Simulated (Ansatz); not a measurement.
**How far PBE and PBEsol part for hypothetical P6_422 BeS, electrons 3.0×10^21 cm⁻³**

The reference is BeS (space group P6_422, No. 181; a = 3.452 Å, c = 7.812 Å; a hypothetical phase, not in the database extracts checked).

(Cell as relaxed with PBE.)

Levels (all Ansatz, an electronic-structure program, PAW): PBE (420 eV, no SOC); PBEsol (420 eV, no spin-orbit coupling).

Each level relaxes its own structure.

```json
[
 {"base": "volume per atom", "PBE": "13.44 Å³", "PBEsol": "13.10 Å³"},
 {"base": "lattice parameter a", "PBE": "345.2 pm", "PBEsol": "342.4 pm"},
 {"base": "band gap", "PBE": "2.67 eV", "PBEsol": "2.48 eV"}
]
```

The change: electrons 3.0×10^21 cm⁻³, on a uniform background at fixed cell.

| quantity | PBE | PBEsol |
|---|---|---|
| gap character | indirect, Γ → M | indirect, Γ → M |
| gap between the host's bands | 2.64 eV | 2.46 eV |
| shift of the gap caused by the change | -0.03 eV | -0.02 eV |
| Fermi level relative to the doped band's edge (positive inside the band; to 0.05 eV) | +0.50 eV | +0.50 eV |

PBE's gap between the host's bands lies 0.173 eV above PBEsol's; the two agree on the gap character and Fermi level from band edge. Neither level is exact; PBEsol is the comparison here, not a measurement.

Charged cell with a jellium background: band edges are those of the host's band count, energies are not comparable with the neutral cell, and many-body gap narrowing is missing. Whether these cells are dynamically stable was not tested. The base started in P3_121 and relaxed to P6_422 at this level.
